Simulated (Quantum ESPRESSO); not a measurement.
Effort and miss along a sweep of ecutwfc: CoSi₂ (Fm-3m, 3 atoms in the cell)

```xyz
3
Lattice="-2.7138 0.0000 2.7138 0.0000 2.7138 2.7138 -2.7138 2.7138 0.0000" Properties=species:S:1:pos:R:3 pbc="T T T"
Co     0.0000     0.0000     0.0000
Si    -4.0707     4.0707     4.0707
Si    -1.3569     1.3569     1.3569
```

Level of theory: PBE, PSlibrary ultrasoft (PBE) pseudopotentials (plane waves; Quantum ESPRESSO).

Base settings: ecutwfc = 50 Ry; ecutrho = 300 Ry; occupations = smearing; smearing = marzari-vanderbilt; degauss = 0.019992 Ry; potentials = {Co: Co.pbe-n-rrkjus_psl.1.0.0.UPF, Si: Si.pbe-n-rrkjus_psl.1.0.0.UPF}; K_POINTS = automatic 7 7 7 0 0 0; conv_thr = 1e-10 Ry; mixing_beta = 0.3.

Misses are taken against the tightest run, 100 Ry (ecutrho: 300 Ry → 600 Ry), which need not be fully converged itself. The energy is the free energy per atom.

The count of work is k-points × plane waves × bands × iterations; it is no time, and leaves out set-up, grids and terms that scale otherwise. Core times come from one kind of shared machine and are given to one figure; runs under 30 s give none.

The starting cell comes from a database of computed structures (which also holds hypothetical and non-ambient phases and stackings), without a prior relaxation at this level. Its lattice was rescaled by a random factor within 2.5 % of one. Spin polarisation is off. In the base run, with a pressure of about -7 GPa the cell is away from its equilibrium volume at this level.

```tsv
ecutwfc	energy less reference (meV/atom)	pressure less reference (GPa)	count of work / reference	core time / reference (rough)
20 Ry (ecutrho: 300 Ry → 120 Ry)	2221.80	-120.54	0.13	–
25 Ry (ecutrho: 300 Ry → 150 Ry)	393.22	-30.93	0.13	–
30 Ry (ecutrho: 300 Ry → 180 Ry)	57.38	-4.84	0.16	–
35 Ry (ecutrho: 300 Ry → 210 Ry)	25.00	-0.05	0.21	–
40 Ry (ecutrho: 300 Ry → 240 Ry)	22.25	-0.28	0.26	–
45 Ry (ecutrho: 300 Ry → 270 Ry)	14.04	-0.61	0.45	0.4
50 Ry	6.33	-0.42	0.31	–
57 Ry (ecutrho: 300 Ry → 342 Ry)	2.34	-0.06	0.41	0.5
65 Ry (ecutrho: 300 Ry → 390 Ry)	2.01	0.00	0.49	0.6
75 Ry (ecutrho: 300 Ry → 450 Ry)	0.98	-0.07	0.61	0.7
88 Ry (ecutrho: 300 Ry → 528 Ry)	0.06	0.00	0.77	1.0
100 Ry (ecutrho: 300 Ry → 600 Ry)	0.00	0.00	1.0	1
```

Coarsest setting among those run that, with all tighter ones, holds the energy within 20 meV/atom of the reference: 45 Ry (ecutrho: 300 Ry → 270 Ry), off by 14 meV/atom; it needs 0.45 of the reference's count of work and about 0.4 of the reference's time.

Coarsest setting among those run that, with all tighter ones, holds the energy within 5 meV/atom of the reference: 57 Ry (ecutrho: 300 Ry → 342 Ry), off by 2.3 meV/atom; its saving against the reference is no more than about a factor of 2 in time.

The step from 25 Ry (ecutrho: 300 Ry → 150 Ry) to 50 Ry: it takes the miss in the energy from 390 to 6.3 meV/atom, for 2.5 times the count of work.
